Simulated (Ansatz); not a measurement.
Consider the following.

```
CELL_PARAMETERS angstrom
     -1.57091     1.57091     1.57548
      1.57091    -1.57091     1.57548
      1.58005     1.58005    -1.57548
ATOMIC_POSITIONS crystal
  Mo 0.00000 0.00000 0.00000
```

No spin polarisation.

Calculations: plane-wave PAW DFT at the r2SCAN level (Ansatz, a program for electronic structure, 500 eV), no SOC. k-mesh 29×29×29 (Γ-centred); smearing 0.1 eV (Fermi–Dirac).

**Question.** Predict the stress (xx, yy, zz, yz, xz, xy; compression positive).

**Answer.** (0.0, 0.0, 0.0, 0.0, 0.0, -0.6) GPa.

**Question.** What band gap does the calculation give?

**Answer.** Zero.

**Question.** Predict the space group.

**Answer.** Fmmm (No. 69).

The cells carry an imposed strain or load. No phonon test of stability was made. The final runs are not spin-polarised. The cell was made from Mo in the bcc (W type) structure (space group Im-3m, No. 229) by this change: tensor shear ε_xy = +0.29 %.
